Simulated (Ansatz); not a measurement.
## Hypothetical diamond Te, pressure series

Base system: Te in the diamond structure (space group Fd-3m, No. 227; a = 7.185 Å; a hypothetical phase, not in the database extracts checked).

Cell and atoms are relaxed at each pressure.

Levels (all Ansatz, a first-principles code, PAW): PBE (420 eV, no spin-orbit coupling); PBEsol (420 eV, no spin-orbit coupling).

The base cell above is that of PBE; each level relaxes its own structures.

```json
[
 {"case": "pressure −2 GPa", "lattice parameter a, PBE": "13.997 bohr", "lattice parameter a, PBEsol": "13.693 bohr"},
 {"case": "pressure −1 GPa", "lattice parameter a, PBE": "13.765 bohr", "lattice parameter a, PBEsol": "(withheld)"},
 {"case": "pressure 0.3 GPa", "lattice parameter a, PBE": "13.528 bohr", "lattice parameter a, PBEsol": "13.299 bohr"},
 {"case": "pressure 0.7 GPa", "lattice parameter a, PBE": "13.466 bohr", "lattice parameter a, PBEsol": "(withheld)"},
 {"case": "pressure 1.5 GPa", "lattice parameter a, PBE": "13.352 bohr", "lattice parameter a, PBEsol": "13.145 bohr"},
 {"case": "pressure 3 GPa", "lattice parameter a, PBE": "13.165 bohr", "lattice parameter a, PBEsol": "12.978 bohr"},
 {"case": "pressure 5 GPa", "lattice parameter a, PBE": "12.961 bohr", "lattice parameter a, PBEsol": "(withheld)"},
 {"case": "pressure 7.5 GPa", "lattice parameter a, PBE": "12.752 bohr", "lattice parameter a, PBEsol": "12.596 bohr"},
 {"case": "pressure 10 GPa", "lattice parameter a, PBE": "12.575 bohr", "lattice parameter a, PBEsol": "(withheld)"}
]
```

Problem. Some entries are withheld; estimate them.

Solution. 
- pressure −1 GPa, lattice parameter a, PBEsol: 13.502 bohr
- pressure 0.7 GPa, lattice parameter a, PBEsol: 13.245 bohr
- pressure 5 GPa, lattice parameter a, PBEsol: 12.792 bohr
- pressure 10 GPa, lattice parameter a, PBEsol: 12.432 bohr

PBE lies above PBEsol in every row, by 0.143 bohr to 0.303 bohr. They put the cases in the same order.

Load acts through the strain it causes; cell and atoms are relaxed under it. Whether these cells are dynamically stable was not tested. Competing high-pressure phases were not computed.
